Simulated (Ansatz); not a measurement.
System: Pd₃Ge₂Se₂ (model structure, started from the Co3Sn2S2 type, R-3m, No. 166, 7 atoms in the cell). Method: LDA (Ansatz, a program for electronic structure, PAW).

Run with plane-wave cutoff 520 eV, 12×12×12 k mesh, Fermi–Dirac smearing 0.05 eV, scalar-relativistic PAW data made under PBE.

Cell (relaxed at this level):

```cif
data_Ge2Pd3Se2
_chemical_formula_sum 'Pd3 Ge2 Se2'
_space_group_name_H-M_alt 'P 1'
_space_group_IT_number 1
_cell_length_a 5.55534
_cell_length_b 5.55534
_cell_length_c 5.55534
_cell_angle_alpha 59.833
_cell_angle_beta 59.833
_cell_angle_gamma 59.833
loop_
_space_group_symop_operation_xyz
  'x, y, z'
loop_
_atom_site_label
_atom_site_type_symbol
_atom_site_fract_x
_atom_site_fract_y
_atom_site_fract_z
_atom_site_occupancy
Pd1 Pd 0.50000 0.00000 0.00000 1
Pd2 Pd 0.00000 0.50000 0.00000 1
Pd3 Pd 0.00000 0.00000 0.50000 1
Ge1 Ge 0.50000 0.50000 0.50000 1
Ge2 Ge 0.00000 0.00000 0.00000 1
Se1 Se 0.69822 0.69822 0.69822 1
Se2 Se 0.30178 0.30178 0.30178 1
```

Estimate the bulk modulus that the calculation returns.


* **bulk modulus**: 94.5 GPa

Note: the run has no spin polarisation, so it can have missed a magnetic state; the bulk modulus is −V dP/dV from two relaxed cells at ±2 % in volume; the relaxation could raise the start's symmetry but not lower it, so the cell can be a saddle point.

Computed values are for the static lattice.

The result took about 15 core-minutes (a rough figure).

A model structure was made by putting elements into a prototype or built by hand; it is no filed structure, need not be a known phase, and can be a saddle point held by its symmetry.
